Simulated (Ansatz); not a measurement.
**BPt₂ (P6₃/mmc, No. 194; cell taken from a computed entry)**

The numbers are results of r²SCAN-D4 (PAW; Ansatz, a quantum-chemistry and plane-wave program), not measurements.

Run with plane-wave cutoff 500 eV, 18×18×4 k mesh (along the axes of the cell as run), Fermi–Dirac smearing 0.05 eV, scalar-relativistic PAW data made under PBE.

Cell (relaxed at this level):

Pt2B is modelled in the hexagonal space group P6₃/mmc (No. 194), Pearson symbol hP6. Lattice parameters: a = b = 2.917 Å, c = 10.316 Å, α = β = 90.00°, γ = 120.00°. B on 2c is coordinated by 6 Pt at 2.180 Å (trigonal prismatic). Pt on 4f is surrounded by 3 B at 2.180 Å and 1 Pt at 2.768 Å and 9 Pt at 2.917–2.924 Å. (Neighbours: up to the widest gap in distance over summed covalent radii, below 1.35, at either atom; cation-cation and far metal-metal contacts left out.)

| Quantity | Value |
|---|---|
| band gap | zero (no gap) |

Note: the relaxation could not lower the start's symmetry, so the cell can be a saddle point above a distorted one.

Spin–orbit coupling is not included.

It cost about 4 core-minutes (a rough figure) of CPU time.
